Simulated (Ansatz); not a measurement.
Start from MoS2 in the 3R-MoS2 type structure (space group R3m, No. 160; layered, stacked along the Cartesian z axis).

```
CELL_PARAMETERS angstrom
      1.57655     0.91022     5.99710
     -1.57655     0.91022     5.99710
      0.00000    -1.82045     5.99710
ATOMIC_POSITIONS crystal
  Mo 0.00002 0.00002 0.00002
  S  0.75355 0.75355 0.75355
  S  0.57974 0.57974 0.57974
```

Calculations: PBE-D3(BJ), PAW, 420 eV (Ansatz, a quantum-chemistry and plane-wave program; no spin-orbit coupling).

Base values:

```
Quantity    Value
--------  -------
Band gap  0.77 eV
```

Now apply this change: every lattice vector is shortened by 4.11 %, atoms relaxed at fixed cell.

**Question.** Predict the new band gap and energy relative to the base.

**Answer.** The band gap drops by 0.33 eV to 0.44 eV; the energy grows by 73 meV/atom.

The cells carry an imposed strain or load. Semilocal Kohn–Sham gaps tend to fall short of experiment. Whether these cells are dynamically stable was not tested.
